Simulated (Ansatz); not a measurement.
PbTe (model structure, started from the litharge type, P4/nmm, No. 129, 4 atoms in the cell): lattice parameter a by level of theory

No measured value is used here.

```tsv
level (code)	value (Å)
PBE (Ansatz)	…
PBEsol (Ansatz)	5.568
PBE-D3(BJ) (Ansatz)	5.687
```

Task: Fill in the missing entries.

Result: 
- PBE (Ansatz, a program for electronic structure), value (Å): 5.666

Density-functional levels without +SOC have no spin–orbit coupling. PBE-D3(BJ): a distance lies near a switch of the dispersion term, which can move the cell. Ansatz's density-functional and Hartree–Fock values are scalar-relativistic unless marked +SOC, with PAW data made under PBE.

A model structure was made by putting elements into a prototype or built by hand; it is no filed structure, need not be a known phase, and can be a saddle point held by its symmetry.
